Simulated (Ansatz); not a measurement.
Base system: CdSe in the wurtzite structure (space group P6_3mc, No. 186; a = 4.3400 Å, c = 7.0780 Å). Axes: x lies along a and z along c of the hexagonal cell.

Structures relaxed with Ansatz (a quantum-chemistry and plane-wave program) r2SCAN, no spin-orbit coupling.

Base:

Simulated powder pattern, Cu Kα1, λ = 1.54056 Å (kinematic, ideal powder, no thermal factors, no anomalous dispersion; the 10 strongest lines at most, above 2 %, up to 2θ = 90°):

```
2θ (°)  I/Imax (%)    hkl
------  ----------  -----
23.65          100  (100)
25.14           60  (002)
26.83           75  (101)
34.79           38  (102)
41.58           88  (110)
45.35           87  (103)
49.21           56  (112)
63.20           31  (203)
71.11           22  (105)
78.53           33  (213)
```

After one change:

Simulated powder pattern, Cu Kα1, λ = 1.54056 Å (kinematic, ideal powder, no thermal factors, no anomalous dispersion; the 10 strongest lines at most, above 2 %, up to 2θ = 90°):

```csv
2θ (°),I/Imax (%)
24.18,100
24.65,59
27.19,85
34.80,36
42.54,87
44.99,100
49.79,51
63.64,34
69.96,22
79.58,36
```

Name the change that was made.
A. isotropic strain +0.76 %
B. uniaxial strain ε_xx = −1.12 %
C. uniaxial strain ε_zz = +5.28 %
D. biaxial strain −2.15 %, plane normal [001], relaxed out of plane

D, biaxial strain −2.15 %, plane normal [001], relaxed out of plane. Its volume per atom is 28.18 Å³ against 28.86 Å³, and its space group is P6_3mc (No. 186).

Stability against distortions was not tested.
